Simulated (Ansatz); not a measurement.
Input and output of a self-consistent single point for Pb2CdMoO6 (Fm-3m, 10 atoms in the cell) (Ansatz, a quantum-chemistry and plane-wave program).

Method: PBE (plane waves, PAW; Ansatz).

```xyz
10
Lattice="0.0000 3.9697 3.9697 3.9697 0.0000 3.9697 3.9697 3.9697 0.0000" Properties=species:S:1:pos:R:3 pbc="T T T"
Pb     1.9848     1.9848     1.9848
Pb     5.9545     5.9545     5.9545
Cd     3.9697     3.9697     3.9697
Mo     0.0000     0.0000     0.0000
O      1.9920     3.9697     3.9697
O      5.9474     3.9697     3.9697
O      3.9697     1.9920     3.9697
O      3.9697     5.9474     3.9697
O      3.9697     3.9697     1.9920
O      3.9697     3.9697     5.9474
```

Reference input (self-consistent single point, DFT, PBE, plane waves, default PAW files): kpoints.mp_grid.grid = 5 5 5; hamiltonian.xc = pbe; hamiltonian.pseudopotentials = {kind: paw} (the program's default PAW files); scf.occupations.method = fermi_dirac; scf.occupations.width = 0.05 eV. This run's input differs from it in these lines:

Ansatz 0.2 input:
```diff
@@ -18,3 +18,3 @@
 kpoints:
-  mp_grid: { grid: [5, 5, 5] }
+  mp_grid: { grid: [3, 3, 3] }
 hamiltonian:
```

Log, with long lists cut:

```
SCF iter   1: F=—  HF=-40423.252920 eV  |F-HF|=—  |Δ(HF+E_count)|=         —  Δρ=9.24e-3  dr2=1.20e-1  ethr=1.77e-3  ⟨swp⟩=6.0  Hψ=864  notcnv=0
all-band conjugate gradients solve this SCF's bands
preconditioner: auto → Resta (q_TF=auto, 2.619 Å⁻¹)
SCF iter   2: F=—  HF=-40423.235601 eV  |F-HF|=—  |Δ(HF+E_count)|=   1.73e-2  Δρ=4.20e-3  dr2=2.50e-2  ethr=1.22e-4  ⟨swp⟩=2.0  Hψ=335  notcnv=0  defer=1
   [... lines left out ...]
SCF iter   4: F=—  HF=-40423.229387 eV  |F-HF|=—  |Δ(HF+E_count)|=   4.00e-4  Δρ=2.65e-4  dr2=1.28e-4  ethr=1.30e-6  ⟨swp⟩=2.0  Hψ=313  notcnv=0  defer=1
SCF iter   5: F=—  HF=-40423.229332 eV  |F-HF|=—  |Δ(HF+E_count)|=   5.41e-5  Δρ=6.03e-5  dr2=5.01e-6  ethr=1.30e-7  ⟨swp⟩=2.0  Hψ=406  notcnv=0  defer=1
SCF iter   6: F=—  HF=-40423.229453 eV  |F-HF|=—  |Δ(HF+E_count)|=   1.20e-4  Δρ=1.49e-5  dr2=2.31e-7  ethr=5.12e-9  ⟨swp⟩=2.0  Hψ=366  notcnv=0  defer=1
SCF iter   7: F=-40423.229453 eV  HF=-40423.229453 eV  |F-HF|=1.92e-9  |Δ(HF+E_count)|=   5.17e-8  Δρ=3.35e-6  dr2=8.31e-9  ethr=1.02e-10  ⟨swp⟩=9.2  Hψ=959  notcnv=0
SCF 1 converged in 7 iterations: F = -40423.229453 eV  dr2 = 8.31e-9
Free energy (F): -40423.229453 eV
Internal energy: -40423.229162 eV  (E = F + TS)
E sigma→0 (E₀):  -40423.229308 eV
Entropy (-TS):   -0.000290 eV (-0.029 meV/atom)
Fermi energy:    13.158287 eV
--- Forces (eV/Å), atoms counted from 1 ---
  atom   1  Pb    -0.00000000     0.00000000     0.00000000
  atom   2  Pb     0.00000000     0.00000000    -0.00000000
  atom   3  Cd     0.00000000    -0.00000000    -0.00000000
  atom   4  Mo    -0.00000000     0.00000000    -0.00000000
  atom   5  O     -5.75875380    -0.00000000    -0.00000000
  atom   6  O      5.75875380     0.00000000    -0.00000000
  atom   7  O      0.00000000    -5.75875380    -0.00000000
  atom   8  O     -0.00000000     5.75875380     0.00000000
  atom   9  O      0.00000000     0.00000000    -5.75875380
  atom  10  O      0.00000000     0.00000000     5.75875380
--- Stress (GPa, compression-positive) ---
       21.245730      -0.000000      -0.000000
        0.000000      21.245730      -0.000000
       -0.000000      -0.000000      21.245730
  P = ⅓ Tr σ = 21.2457 GPa (212.457 kbar)
  The stress holds the Pulay correction. Without it, at fixed plane waves, as pw.x and ABINIT print it: P = 20.6613 GPa
```

The run converged in 7 iterations. Against the reference run the free energy drops by 1.6 meV/atom, the pressure goes from 21.35 to 21.25 GPa, the largest force goes from 5.748 to 5.759 eV/Å and the gap on the mesh goes from 0.504 to 0.774 eV.

The starting cell was generated: these elements placed on a structure prototype, without a prior relaxation; it need not be a known phase or ordering of this composition. Spin-orbit coupling is off. Forces in this geometry exceed 1 eV/Å. Ansatz's pressure includes its estimate of the finite-basis (Pulay) stress. Without the estimate this run gives 20.66 GPa. Another mesh or the band path of this cell gives a smaller gap, so this value is not converged in the mesh.
